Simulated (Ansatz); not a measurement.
Phonon-limited electron mobility of Si (Fd-3m) in cm²/(V·s), Ansatz (a program for electronic structure) with LDA, finite-displacement electron-phonon coupling, linearised Boltzmann equation. Geometry: relaxed with this functional, without spin-orbit coupling.

```json
[
 {"Condition": "150 K", "μ": "7200"},
 {"Condition": "200 K", "μ": "3800"},
 {"Condition": "250 K", "μ": "___"},
 {"Condition": "300 K", "μ": "1520"},
 {"Condition": "350 K", "μ": "1060"},
 {"Condition": "400 K", "μ": "784"},
 {"Condition": "500 K", "μ": "___"},
 {"Condition": "600 K", "μ": "311"}
]
```

Question: Some entries are withheld; supply them.

Answer: 
- 250 K, μ: 2310
- 500 K, μ: 471

Question: What exponent p of μ ∝ T^−p fits 200 to 400 K (along x)?

Answer: p ≈ 2.3; acoustic deformation-potential scattering alone gives 1.5.

Scattering by harmonic phonons alone: no impurities, screening or carrier-carrier scattering, bands fixed at 0 K. From a coarser fine mesh the values given move by up to 6 %. The mesh was bound by memory.
